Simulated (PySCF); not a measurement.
PySCF 2.14.0, PBE/def2-svpd, df: NC[SiH](O)O, 12 atoms. The geometry is a generated start, not checked to be a minimum at this level.

| Item | Value |
|---|---|
| task | energy and gradient |
| method | pbe |
| basis | def2-svpd |
| two-electron scheme | density fitting |
| mol.max_memory | 7000 MB |
| mf.init_guess | minao (default) |
| mf.DIIS | CDIIS (default) |
| mf.diis_space | 8 (default) |
| mf.conv_tol | 1e-09 (default) |
| basis functions (reference run) | 166 |
| grid points (reference run) | 960584 |

```xyz
12

N     -0.1936    -1.7465    -0.2659
C     -0.5661    -0.3903    -0.7061
Si     0.0494     0.9106     0.5258
O      0.1563     2.4352    -0.1106
O      1.5674     0.4974     1.0651
H     -0.4569    -2.4099    -0.9966
H     -0.7600    -2.0048     0.5454
H     -1.6511    -0.3184    -0.8288
H     -0.0996    -0.1997    -1.6779
H     -0.8543     0.9397     1.6963
H      1.0673     2.7444    -0.2356
H      1.7411    -0.4577     0.9890
```

The reference run has mf.grids.level = 8, mf.grids.prune = nwchem_prune (default); it is not itself proven converged. One run each, on a shared machine, so no times are given.

Settings tried, all else as in the reference:
- mf.grids.level = 1
- mf.grids.level = 6
- mf.grids.level = 5
- mf.grids.level = 3 (default), mf.grids.atom_grid = 35×110
- mf.grids.level = 3 (default), mf.grids.prune = treutler_prune
- mf.grids.level = 3 (default), no pruning
- mf.grids.level = 2
- mf.grids.level = 3 (default), mf.grids.atom_grid = 75×302
- mf.grids.level = 0
- mf.grids.level = 3 (default)
- mf.grids.level = 3 (default), mf.grids.atom_grid = 99×590
- mf.grids.level = 4
- mf.grids.level = 3 (default), mf.grids.atom_grid = 50×194

Problem. Sort the settings: which keep to the reference within 0.10 meV/atom in energy, 1.0 meV/Å in forces (largest component), and which don't?

Solution. Within it: mf.grids.level = 6; mf.grids.level = 5; mf.grids.level = 3 (default), mf.grids.atom_grid = 99×590; mf.grids.level = 4. Outside: mf.grids.level = 3 (default), no pruning; mf.grids.level = 3 (default); mf.grids.level = 3 (default), mf.grids.prune = treutler_prune; mf.grids.level = 2; mf.grids.level = 3 (default), mf.grids.atom_grid = 75×302; mf.grids.level = 3 (default), mf.grids.atom_grid = 50×194; mf.grids.level = 1; mf.grids.level = 3 (default), mf.grids.atom_grid = 35×110; mf.grids.level = 0.

| setting | grid points | energy against the reference | difference in forces (largest component) |
|---|---|---|---|
| the reference | 960584 | — | — |
| mf.grids.level = 6 | 556504 | under 0.001 meV/atom | 0.20 meV/Å |
| mf.grids.level = 5 | 379384 | under 0.001 meV/atom | 0.31 meV/Å |
| mf.grids.level = 3 (default), mf.grids.atom_grid = 99×590 | 386824 | under 0.001 meV/atom | 0.68 meV/Å |
| mf.grids.level = 4 | 251880 | under 0.001 meV/atom | 0.71 meV/Å |
| mf.grids.level = 3 (default), no pruning | 231024 | +0.0066 meV/atom | 1.9 meV/Å |
| mf.grids.level = 3 (default) | 144024 | +0.0064 meV/atom | 1.9 meV/Å |
| mf.grids.level = 3 (default), mf.grids.prune = treutler_prune | 125696 | +0.0038 meV/atom | 2.0 meV/Å |
| mf.grids.level = 2 | 94152 | +0.0018 meV/atom | 8.0 meV/Å |
| mf.grids.level = 3 (default), mf.grids.atom_grid = 75×302 | 173920 | +0.0026 meV/atom | 8.3 meV/Å |
| mf.grids.level = 3 (default), mf.grids.atom_grid = 50×194 | 78888 | −0.068 meV/atom | 16 meV/Å |
| mf.grids.level = 1 | 44376 | −0.027 meV/atom | 18 meV/Å |
| mf.grids.level = 3 (default), mf.grids.atom_grid = 35×110 | 34480 | +0.0035 meV/atom | 25 meV/Å |
| mf.grids.level = 0 | 10288 | +220 meV/atom | 160 meV/Å |

Total energies are compared; such shifts often cancel in part in energy differences. The gradients leave out the derivatives of the grid weights. The tolerance is a choice made for this comparison.
